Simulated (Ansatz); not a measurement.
## The (113) surface of diamond, from a spin-polarised start, 1 pair of surface atoms bonded, H on all but both atoms of one pair (paired C at depth 0.0 Å) (bottom of the slab: built like the top, H on every dangling bond, free)

Method: PBE (plane waves to 420 eV, PAW; Ansatz, a quantum-chemistry and plane-wave program).

Set-up: 46 atoms, 11.7 Å thick at the start with caps and adatoms (thin: gaps and levels are the slab's own); mesh 5x6x1; 0.025 eV smearing; dipole correction on; 8 atoms held, the rest relaxed; no symmetry held; spin-polarised from one start with parallel moments (other orders not tried), no spin-orbit, no U. The starting moment vanished. It is one candidate, not shown to be the stable structure of the face.

The gap of the slab on its k-mesh is 1.45 eV. The highest filled level below the top vacuum level comes out as 4.32 eV and the energy released by relaxation is 4.25 eV. The magnetic moment of the cell comes out as 0.00 μB and the cost comes out as around 50 core-minutes (rough).
